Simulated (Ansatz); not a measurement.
Start from ZnCu in the CsCl type structure (space group Pm-3m, No. 221; a = 2.9638 Å).

The values are results of PBE (Ansatz, a first-principles code, PAW, without spin-orbit coupling), not measurements.

Base values:

```
Property              Result
-------------------  -------
Lattice parameter a  2.964 Å
```

Now apply this change: a hydrostatic pressure of 0.9 GPa.

Q: What happens to the lattice parameter a?

A: The lattice parameter a shrinks by 0.008 Å (2.964 Å → 2.956 Å).

Load acts through the strain it causes; cell and atoms are relaxed under it. Whether these cells are dynamically stable was not tested. The final runs are not spin-polarised.
